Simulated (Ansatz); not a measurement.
Take HfO₂ in the fluorite structure (space group Fm-3m, No. 225; a = 5.098 Å) as the base.

Computed with PBE (Ansatz, a first-principles code), no spin-orbit coupling, earlier PAW set.

Base values:

| Item | Value |
|---|---|
| Gap character | direct at X |
| Band gap | 3.75 eV |
| Lattice parameter a | 5.098 Å |

Modification: hydrostatic tension (pressure −2 GPa).

**Question.** Estimate the effect on the gap character, band gap and lattice parameter a.

**Answer.** The gap character remains direct at X; the band gap shrinks by 0.02 eV (3.75 eV → 3.73 eV); the lattice parameter a increases by 0.014 Å (5.098 Å → 5.112 Å).

With Hf present, leaving out spin-orbit coupling can change the band edges. Load acts through the strain it causes; cell and atoms are relaxed under it. No phonon test of stability was made. This is not the structure that HfO2 has at room temperature and ambient pressure.
